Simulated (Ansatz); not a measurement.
Take SiC (space group P6_3mc, No. 186; a = 3.078 Å, c = 10.076 Å) as the base. Axes: x lies along a and z along c of the hexagonal cell.

Perturbation: the cell is compressed by 1.16 % along x with no lateral relaxation; the atoms relax in the strained cell.

Levels (all Ansatz, a first-principles code, PAW, earlier PAW set): PBEsol (420 eV, no spin-orbit coupling); r2SCAN (500 eV, no spin-orbit coupling); HSE06 (420 eV, no SOC); PBEsol+SOC (420 eV, noncollinear with spin-orbit coupling).

One geometry, relaxed with PBEsol, under each level:

The valence-band top lists the three highest levels at Γ (Kramers pairs under SOC), from the VBM.

| level | band gap | lowest conduction level above the VBM at special points | valence-band top at Γ | pressure |
|---|---|---|---|---|
| PBEsol | 2.01 eV | S 2.01 eV; Y 2.07 eV; R 2.43 eV; T 2.58 eV | 0.00, -0.10, -0.17 eV | 2.66 GPa |
| r2SCAN | 2.48 eV | S 2.48 eV; Y 2.55 eV; R 2.94 eV; T 3.09 eV | – | 2.71 GPa |
| HSE06 | ? | ? | – | – |
| PBEsol+SOC | 2.00 eV | S 2.00 eV; Y 2.07 eV; R 2.43 eV; T 2.58 eV | 0.00, -0.11, -0.17 eV | 2.66 GPa |

Problem. Give the withheld HSE06 results.

Solution. 
- HSE06, band gap: 3.03 eV
- HSE06, lowest conduction level above the VBM at special points: S 3.03 eV; Y 3.10 eV; R 3.48 eV; Γ 6.38 eV

Single points use the geometry relaxed with PBEsol. Their cutoffs differ, which shifts pressures a little. The hybrid gap comes from the SCF mesh plus the semilocal run's edge points and a few special points and is an upper bound. Differences between runs with and without spin-orbit coupling are approximate. Stability against distortions was not tested. Labels are those of the standard path for the cell's own space group.
